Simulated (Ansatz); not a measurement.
Start from MgB2 (space group P6/mmm, No. 191; a = 3.0640 Å, c = 3.4977 Å; relaxed with 0.1 eV smearing). Axes: x lies along a and z along c of the hexagonal cell.

Method: PBEsol, PAW, 420 eV (Ansatz, a program for electronic structure; no SOC).

Base values:

- Shortest interatomic distance: 1.769 Å
- Pressure: 0.0 GPa

Now apply this change: compressive biaxial strain of 1.50 % in the plane normal to [001], as in epitaxy on a mismatched substrate; the out-of-plane cell vector and the atoms relax.

Task: How does this affect the out-of-plane strain?

Result: The out-of-plane strain is +0.39 %.

Task: Predict the new shortest interatomic distance.

Result: The shortest interatomic distance falls by 0.027 Å to 1.742 Å.

Task: What does the calculation give for the pressure after the change?

Result: The pressure (mean of the normal stresses, compression positive) goes from zero to 5.2 GPa.

Whether these cells are dynamically stable was not tested. All final runs are without spin polarisation.
